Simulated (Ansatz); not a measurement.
The parent structure is Ag in the fcc (Cu type) structure (space group Fm-3m, No. 225; a = 4.001 Å; relaxed with 0.1 eV smearing). Axes: x, y, z lie along the cube axes.

Method: LDA in Ansatz (plane waves to 420 eV, PAW, scalar-relativistic without spin-orbit coupling).

The change: the cell is scaled by 0.9900 in all directions; the atoms relax in the strained cell.

Problem. Predict the stress tensor and what it implies for the stiffness.

Solution. Stress of the strained cell less that of the base (GPa, compression positive):
```
    4.6     0.0     0.0
    0.0     4.6     0.0
    0.0     0.0     4.6
```

Then B = −ΔP/(ΔV/V₀) with ΔV/V₀ = -0.0297 gives secant stiffness values (nonlinear terms included at this strain): B ≈ 154 GPa.

As a check, the harmonic strain energy −½ V₀ Δσ:ε is 6.8 meV/atom; the computed energy rise is 6.6 meV/atom.

No phonon test of stability was made.

Ansatz is a first-principles code.
